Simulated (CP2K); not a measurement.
Input and output of a self-consistent single point for SbSI2 (Pmc2_1, 8 atoms in the cell) (CP2K)

Level of theory: CP2K 2026.2 with PBEsol, GPW, DZVP-MOLOPT-SR-GTH basis, GTH-PBE potentials (GTH_POTENTIALS).

The input file:

```
&GLOBAL
  PROJECT bulk
  RUN_TYPE ENERGY_FORCE
  PRINT_LEVEL MEDIUM
&END GLOBAL
&FORCE_EVAL
  METHOD Quickstep
  STRESS_TENSOR ANALYTICAL
  &DFT
    BASIS_SET_FILE_NAME BASIS_MOLOPT
    POTENTIAL_FILE_NAME GTH_POTENTIALS
    &QS
      METHOD GPW
      EPS_DEFAULT 1E-10
    &END QS
    &MGRID
      CUTOFF 400
      REL_CUTOFF 50
      NGRIDS 5
    &END MGRID
    &SCF
      SCF_GUESS ATOMIC
      EPS_SCF 1E-7
      MAX_SCF 100
      ADDED_MOS 9
      &DIAGONALIZATION
        ALGORITHM STANDARD
      &END DIAGONALIZATION
      &MIXING
        METHOD BROYDEN_MIXING
        ALPHA 0.3
        NBUFFER 10
        BETA 1
      &END MIXING
      &SMEAR ON
        METHOD MARZARI_VANDERBILT
        SIGMA [eV] 0.272
      &END SMEAR
    &END SCF
    &KPOINTS
      SCHEME MONKHORST-PACK 4 3 4
      GAMMA_CENTERED T
    &END KPOINTS
    &XC
      &XC_FUNCTIONAL
        &PBE
          PARAMETRIZATION PBESOL
        &END PBE
      &END XC_FUNCTIONAL
    &END XC
    &PRINT
      &MO
        EIGENVALUES T
        OCCUPATION_NUMBERS T
        NDIGITS 8
        FILENAME mo
        &EACH
          QS_SCF 0
        &END EACH
        ADD_LAST NUMERIC
      &END MO
      &MULLIKEN ON
      &END MULLIKEN
    &END PRINT
  &END DFT
  &SUBSYS
    &CELL
      A 6.39991000 0.00000000 0.00000000
      B 0.00000000 9.17160000 0.00000000
      C 0.00000000 0.00000000 6.25406000
      PERIODIC XYZ
    &END CELL
    &COORD
      Sb       0.00000000     1.32878141     3.81635249
      Sb       0.00000000     7.84281859     0.68932249
      S        0.00000000     1.11242336     1.39847036
      S        0.00000000     8.05917664     4.52550036
      I        3.19995500     9.01568280     0.88976512
      I        3.19995500     0.15591720     4.01679512
      I        0.00000000     4.56543905     3.05898583
      I        0.00000000     4.60616095     6.18601583
    &END COORD
    &KIND Sb
      BASIS_SET DZVP-MOLOPT-SR-GTH
      POTENTIAL GTH-PBE-q5
    &END KIND
    &KIND S
      BASIS_SET DZVP-MOLOPT-SR-GTH
      POTENTIAL GTH-PBE-q6
    &END KIND
    &KIND I
      BASIS_SET DZVP-MOLOPT-SR-GTH
      POTENTIAL GTH-PBE-q7
    &END KIND
  &END SUBSYS
  &PRINT
    &FORCES ON
    &END FORCES
    &STRESS_TENSOR ON
    &END STRESS_TENSOR
  &END PRINT
&END FORCE_EVAL
```

Output, abridged:

```
 GLOBAL| Method name                                                        CP2K
 GLOBAL| Project name                                                       bulk
 GLOBAL| Run type                                                   ENERGY_FORCE

 CELL| Volume [angstrom^3]:                                           367.097152
 CELL| Vector a [angstrom]:       6.400     0.000     0.000   |a| =     6.399910
 CELL| Vector b [angstrom]:       0.000     9.172     0.000   |b| =     9.171600
 CELL| Vector c [angstrom]:       0.000     0.000     6.254   |c| =     6.254060
 CELL| Angle (b,c), alpha [degree]:                                    90.000000
 CELL| Angle (a,c), beta  [degree]:                                    90.000000
 CELL| Angle (a,b), gamma [degree]:                                    90.000000
 CELL| Numerically orthorhombic:                                             YES
 CELL| Periodicity                                                           XYZ

 DFT| Spin restricted Kohn-Sham (RKS) calculation                            RKS
 DFT| Multiplicity                                                             1
 DFT| Number of spin states                                                    1
 DFT| Charge                                                                   0
 DFT| XC density smoothing                                                  NONE
 DFT| XC derivatives                                                          PW

 QS| Method:                                                                 GPW
 QS| Density plane wave grid type                        NON-SPHERICAL FULLSPACE
 QS| Number of grid levels:                                                    5
 QS| Density cutoff [a.u.]:                                                200.0
 QS| Multi grid cutoff [a.u.]: 1) grid level                               200.0
   [... lines left out ...]
 BRILLOUIN| Wavefunction type                                            COMPLEX
 BRILLOUIN| List of Kpoints [2 Pi/Bohr]                                       26
 BRILLOUIN| Number           Weight            X              Y              Z
 BRILLOUIN|     1           0.04167       -0.25000       -0.33333       -0.25000
 BRILLOUIN|     2           0.04167       -0.25000       -0.33333        0.00000
 BRILLOUIN|     3           0.04167       -0.25000       -0.33333        0.25000
   [... 23 lines left out ...]
 *******************************************************************************

 Extrapolation method: initial_guess

 Re-scaling the density matrix to get the right number of electrons
                  # Electrons              Trace(P)               Scaling factor
                           50                50.000                        1.000

 Number of electrons:                                                         50
 Number of occupied orbitals:                                                 25
 Number of molecular orbitals:                                                34

 Number of orbital functions:                                                104
 Number of independent orbital functions:                                    104
 SCF WAVEFUNCTION OPTIMIZATION

  Step     Update method      Time    Convergence         Total energy    Change
     1 NoMix/Diag. 0.30E+00      -     0.53990350       -77.3131937683 -7.73E+01
     2 Broy./Diag. 0.30E+00      -     0.07359608       -77.0425733349  2.71E-01
     3 Broy./Diag. 0.30E+00      -     0.17672037       -77.2889266919 -2.46E-01
     4 Broy./Diag. 0.30E+00      -     0.03169689       -77.5039602648 -2.15E-01
     5 Broy./Diag. 0.30E+00      -     0.03943133       -77.2302637779  2.74E-01
     6 Broy./Diag. 0.30E+00      -     0.01204480       -77.2109357719  1.93E-02
     7 Broy./Diag. 0.30E+00      -     0.00370593       -77.1431921484  6.77E-02
   [... 11 lines left out ...]
    19 Broy./Diag. 0.30E+00      -     0.00000206       -77.1480615024  8.78E-06
    20 Broy./Diag. 0.30E+00      -     0.00000108       -77.1480612640  2.38E-07
    21 Broy./Diag. 0.30E+00      -     0.00000078       -77.1480605602  7.04E-07
    22 Broy./Diag. 0.30E+00      -     0.00000015       -77.1480597206  8.40E-07
    23 Broy./Diag. 0.30E+00      -     0.00000003       -77.1480599374 -2.17E-07
  *** SCF run converged in    23 steps ***

  Electronic density on regular grids:        -50.0000000000        0.0000000000
  Core density on regular grids:               49.9999999891       -0.0000000109
  Total charge density on r-space grids:       -0.0000000108
  Total charge density g-space grids:          -0.0000000108

  Overlap energy of the core charge distribution:               0.00000000353300
  Self energy of the core charge distribution:               -170.99862256801552
  Core Hamiltonian energy:                                     35.24288498782445
  Hartree energy:                                              74.57908399193839
  Exchange-correlation energy:                                -15.96837744775620
  Smearing free energy correction:                             -0.00302890516169
  Fermi energy:                                                 0.04814103895084

  Total energy:                                               -77.14805993744883

                     Mulliken Population Analysis

 #  Atom  Element  Kind  Atomic population                           Net charge
       1     Sb       1          4.514672                              0.485328
       2     Sb       1          4.514673                              0.485327
       3     S        2          6.245244                             -0.245244
       4     S        2          6.245243                             -0.245243
       5     I        3          7.116464                             -0.116464
       6     I        3          7.116465                             -0.116465
       7     I        3          7.123619                             -0.123619
       8     I        3          7.123619                             -0.123619
 # Total charge                             50.000000                  0.000000

 ENERGY| Total FORCE_EVAL ( QS ) energy [hartree]            -77.148060103063074

 FORCES| Atomic forces [hartree/bohr]
 FORCES|   Atom     x               y               z               |f|
 FORCES|      1 -3.61528073E-12 -1.43500518E-03  1.63535088E-03   2.17568664E-03
 FORCES|      2 -3.92229608E-12  1.43614790E-03  1.63569638E-03   2.17670013E-03
 FORCES|      3  2.37054650E-12  7.63780799E-03  8.04303795E-04   7.68004007E-03
 FORCES|      4  2.93487779E-12 -7.63781027E-03  8.03105449E-04   7.67991693E-03
 FORCES|      5  4.98522220E-13 -8.93780969E-03 -1.32594800E-03   9.03562837E-03
 FORCES|      6  4.63000470E-13  8.93821380E-03 -1.32039318E-03   9.03521467E-03
 FORCES|      7 -4.81605370E-12  2.01483679E-03 -1.11740326E-03   2.30394387E-03
 FORCES|      8 -4.74359410E-12 -2.01329640E-03 -1.11520207E-03   2.30152951E-03
 FORCES| Sum    -1.08302776E-11  3.08493404E-06 -4.90012470E-07
 FORCES| Total atomic force                                       3.12360853E-06

 STRESS| Analytical stress tensor [bar]
 STRESS|                        x                   y                   z
 STRESS|      x       -4.49284096979E+03   1.79166076544E-07   2.44618747765E-07
 STRESS|      y        1.79166076544E-07   6.49101067040E+03  -4.00022084340E-03
 STRESS|      z        2.44618747765E-07  -4.00022084340E-03   1.68622789719E+03
 STRESS| 1/3 Trace                                             1.22813253260E+03
```

The run converged in 23 iterations.

The starting cell comes from a database of computed structures (which also holds hypothetical and non-ambient phases and stackings), without a prior relaxation at this level. Values carry the incompleteness of an atom-centred basis. The potentials were made for another functional than the one used. The run gives no clean gap (levels at the Fermi energy touch, overlap or are partly filled at this smearing), which alone does not show that the compound is a metal.

Cost on one core of a shared machine: roughly 50 s.
